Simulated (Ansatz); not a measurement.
Base system: BN in the zinc blende structure (space group F-43m, No. 216).

```
BN
1.0
    0.00000     1.79027     1.79027
    1.79027     0.00000     1.79027
    1.79027     1.79027     0.00000
B N
1 1
Direct
  0.00000   0.00000   0.00000
  0.25000   0.25000   0.25000
```

Computed with DFT with LDA, PAW potentials and a 420 eV plane-wave cutoff in Ansatz (a program for electronic structure), without spin-orbit coupling.

One change was made to it. Results:

The band gap grows by 0.01 eV (4.39 eV → 4.40 eV); the electron mass changes from 0.90 mₑ along k, 0.30 mₑ across (at X) to 0.89 mₑ along k, 0.30 mₑ across (at X); the smallest direct gap grows by 0.05 eV to 8.88 eV; the volume per atom decreases by 0.06 Å³ (5.74 Å³ → 5.68 Å³).

Which of these changes matches the shifts?
A) pressure 4.5 GPa
B) pressure −2 GPa
C) pressure 22.5 GPa

A, pressure 4.5 GPa. For comparison, the electron mass in the other runs: pressure −2 GPa gives 0.90 mₑ along k, 0.30 mₑ across (at X); pressure 22.5 GPa gives 0.88 mₑ along k, 0.29 mₑ across (at X).

Load acts through the strain it causes; cell and atoms are relaxed under it. Effective masses come from finite differences of ±0.01 Å⁻¹. Along k means along the line from Γ to the band edge. Whether these cells are dynamically stable was not tested. No other phases were tried under pressure.
